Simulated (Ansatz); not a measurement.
**Bi in the diamond structure (space group Fd-3m, No. 227; a hypothetical phase, not in the database extracts checked)**

```xyz
2
Lattice="0.0000 3.6447 3.6447 3.6447 0.0000 3.6447 3.6447 3.6447 0.0000" Properties=species:S:1:pos:R:3 pbc="T T T"
Bi     5.4671     5.4671     5.4671
Bi     3.6447     3.6447     3.6447
```

Computed with plane-wave PAW DFT at the PBE level (Ansatz, a first-principles code, 420 eV), no spin-orbit coupling. Settings: 11×11×11 k-points, 0.05 eV Fermi–Dirac smearing.

```yaml
volume_per_atom: 48.42 Å³
density: 7.17 g/cm³
band_gap: zero
total_energy: -12396.356 eV/atom (σ→0; compares only within this code and set-up)
```

Whether these cells are dynamically stable was not tested.
